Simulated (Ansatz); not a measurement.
# One-dimensional BeTe body, 8 atoms a period

Levels: PBE (plane waves to 420 eV, PAW; Ansatz, a first-principles code); PBE with spin-orbit coupling (Ansatz); r2SCAN (plane waves to 500 eV, PAW; Ansatz); Ansatz with HSE06. Unmarked values and the geometry are of the first. Mesh 1×1×60. No spin polarisation. It repeats along c; a and b span vacuum. A hypothetical model. Symmetry and one short period hold its shape; lower forms weren't sought. Values not marked SOC lack spin–orbit coupling. HSE06 ran on a 1×1×4 mesh and at PBE's edge points.

| Quantity | Result |
|---|---|
| period along the axis (8 atoms) | 4.387 Å |
| largest distance between nuclei across the axis | 4.55 Å |
| PBE gap | 0.98 eV, indirect, from Γ to k = 0.104 × 2π/c |
| electron mass along the axis (PBE) | 0.65 mₑ |
| hole mass along the axis (PBE) | 0.83 mₑ |
| valence and conduction edges under the vacuum level (PBE) | 4.70 and 3.72 eV |
| PBE+SOC gap at this geometry | 1.00 eV |
| r2SCAN gap at this geometry | 1.30 eV |
| HSE06 gap at this geometry | 1.71 eV |

```xyz
8
Lattice="14.0000 0.0000 0.0000 0.0000 14.0000 0.0000 0.0000 0.0000 4.3875" Properties=species:S:1:pos:R:3 pbc="T T T"
Be     6.1609     6.1609     0.0000
Te     5.3897     5.3897     2.1937
Te     5.3897     8.6103     0.0000
Be     6.1609     7.8391     2.1937
Te     8.6103     5.3897     0.0000
Be     7.8391     6.1609     2.1937
Be     7.8391     7.8391     0.0000
Te     8.6103     8.6103     2.1937
```
